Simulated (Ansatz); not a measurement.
Base system: ZrSi2 (space group Cmcm, No. 63; a = 3.6887 Å, b = 14.8584 Å, c = 3.6668 Å). Axes: x, y, z lie along a, b, c of the conventional cell.

Computed with r2SCAN, PAW, 500 eV (Ansatz, a first-principles code; without spin-orbit coupling).

For the base:

The pressure is 0.0 GPa. The shortest interatomic distance is 2.393 Å.

Now apply this change: uniaxial strain ε_zz = −4.50 %, all other strain components held at zero, atoms relaxed at fixed cell.

Problem. Predict the new energy relative to the base.

Solution. The energy rises by 34 meV/atom.

Problem. How does this affect the pressure?

Solution. The pressure (mean of the normal stresses, compression positive) goes from zero to 7.8 GPa.

Problem. What happens to the shortest interatomic distance?

Solution. The shortest interatomic distance drops by 0.0465 Å (2.393 Å → 2.346 Å).

Problem. What does the calculation give for the largest internal atomic displacement after the change?

Solution. The largest internal atomic displacement is 0.019 Å.

Without a gap, meshes like the base's 13×13×13 leave anisotropic stresses uncertain by several tenths of a GPa, and small strain energies with them. No phonon test of stability was made. The final runs are not spin-polarised.
